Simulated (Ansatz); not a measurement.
Base system: Zr in the hcp (Mg type) structure (space group P6_3/mmc, No. 194; a = 3.244 Å, c = 5.158 Å; relaxed with 0.1 eV smearing).

Level of theory: DFT with r2SCAN, PAW potentials and a 500 eV plane-wave cutoff in Ansatz (an electronic-structure program), no SOC.

Base values:

The pressure is 0.0 GPa and the band gap is zero.

The change: every lattice vector is shortened by 3.00 %, atoms relaxed at fixed cell.

Problem. Estimate the effect on the energy relative to the base.

Solution. The energy grows by 60 meV/atom.

Problem. Estimate the effect on the pressure.

Solution. The pressure (mean of the normal stresses, compression positive) goes from zero to 10.0 GPa.

Problem. Predict the new band gap.

Solution. The band gap stays zero.

The cells carry an imposed strain or load. Whether these cells are dynamically stable was not tested. The final runs are not spin-polarised.
